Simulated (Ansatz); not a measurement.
Pressure series in Ga2O3

The reference is Ga2O3 in the corundum structure (space group R-3c, No. 167; a = 4.9845 Å, c = 13.4410 Å (hexagonal axes)).

Cell and atoms are relaxed at each pressure.

The values are results of r2SCAN/PAW in Ansatz (a program for electronic structure), spin-orbit coupling left out, earlier PAW set, not measurements.

Candidates:
(a) pressure 30 GPa
(b) pressure 75 GPa
(c) pressure −1 GPa
(d) pressure 100 GPa

For the base:

```
Quantity   Result
---------  ------
c/a ratio   2.697
```

**Question.** Order them by c/a ratio, lowest first.

**Answer.** (d) pressure 100 GPa (2.567), (b) pressure 75 GPa (2.604), (a) pressure 30 GPa (2.661), (c) pressure −1 GPa (2.698)

Load acts through the strain it causes; cell and atoms are relaxed under it. No phonon test of stability was made. No other phases were tried under pressure.
